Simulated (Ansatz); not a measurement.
Base system: PbSe in the rock salt structure (space group Fm-3m, No. 225).

```
PbSe
1.0
    0.00000     3.08885     3.08885
    3.08885     0.00000     3.08885
    3.08885     3.08885     0.00000
Se Pb
1 1
Direct
  0.00000   0.00000   0.00000
  0.50000   0.50000   0.50000
```

Cartesian axes are those of the cell as printed.

Method: Ansatz (an electronic-structure program) r2SCAN, spin-orbit coupling left out, earlier PAW set.

The change: uniaxial strain ε_xx = −1.19 %, all other strain components held at zero; the atoms relax in the strained cell.

Problem. Predict the stress tensor and what it implies for the stiffness.

Solution. Stress of the strained cell less that of the base (GPa, compression positive):
```
   1.64    0.00    0.00
   0.00    0.16    0.00
   0.00    0.00    0.16
```

Then −Δσ_ii/ε with ε = -0.0119 gives relaxed-ion elastic constants: C11 ≈ 138 GPa.

No phonon test of stability was made.
